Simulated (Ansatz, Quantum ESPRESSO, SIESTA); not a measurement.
GaFe (P1, 2 atoms in the cell) computed with different codes at matched settings

Self-consistent single point, at a second geometry (atoms moved at random). First geometry:

```
CELL_PARAMETERS angstrom
      2.73219     0.00000     0.00000
     -1.36610     2.36615     0.00000
      0.00000     0.00000     4.00740
ATOMIC_POSITIONS crystal
  Ga 0.00000 0.00000 0.50000
  Fe 0.66667 0.33333 0.00000
```
Moments meant for the start (each program seeds them in its own way; μB, in the order of the atoms Ga Fe): 0.0 4.0.

Second geometry:
```xyz
2
Lattice="2.7322 0.0000 0.0000 -1.3661 2.3661 0.0000 0.0000 0.0000 4.0074" Properties=species:S:1:pos:R:3 pbc="T T T"
Ga     0.0520     0.0281     2.0111
Fe     1.3141     0.7606    -0.0074
```
Moments meant for the start (each program seeds them in its own way; μB, in the order of the atoms Ga Fe): 0.0 4.0.

Shared settings, as Ansatz (a program for electronic structure) writes them: kpoints.mp_grid.grid = 11 11 7; scf.occupations.method = fermi_dirac; scf.occupations.width = 0.0073 Ry. Potentials and cutoffs stand in the table.

```
code                                                                                                                                 model  ΔF from the first geometry (meV/atom)  pressure (GPa)  largest force (eV/Å)  size of the net moment (μB/atom)       cutoff
----------------  ------------------------------------------------------------------------------------------------------------------------  -------------------------------------  --------------  --------------------  --------------------------------  -----------
Quantum ESPRESSO                                                                       LDA (PZ), GBRV 1.5 ultrasoft (LDA) pseudopotentials                                    9.2          -10.30                 0.333                              0.96        50 Ry
SIESTA            LDA PW92, numerical atomic orbitals TZP, PseudoDojo LDA standard norm-conserving potentials (rewritten from UPF to PSML)                                    8.2          -11.81                 0.312                              0.98  grid 400 Ry
Ansatz                                                                                                 LDA (PW92), PAW files made with PBE                                    9.1          -10.62                 0.329                              0.93      30.9 Ry
```

On Ansatz's run: with one magnetic atom in the cell only a parallel order is possible.

The spread over the programs that give each value: ΔF from the first geometry within 1.0 meV/atom; pressure within 1.51 GPa; largest force within 0.021 eV/Å; size of the net moment within 0.05 μB/atom.

SIESTA uses small atom-centred bases, whose incompleteness enters pressures, forces and empty levels differently from a plane-wave cutoff. Ansatz's pressure is given at a fixed set of plane waves, as the other plane-wave codes print theirs; with its correction for the finite basis it is -10.54 GPa. The same LDA comes in different parametrisations, which differ slightly. In the pressure, SIESTA (by 1.35) lies more than 1 GPa from the median of the plane-wave programs.

The starting cell comes from a database of computed structures (which also holds hypothetical and non-ambient phases and stackings), without a prior relaxation at this level. Its lattice was rescaled by a random factor within 2.5 % of one. For this run, on top of that: atoms moved at random.

Keys are those of Ansatz 0.2.
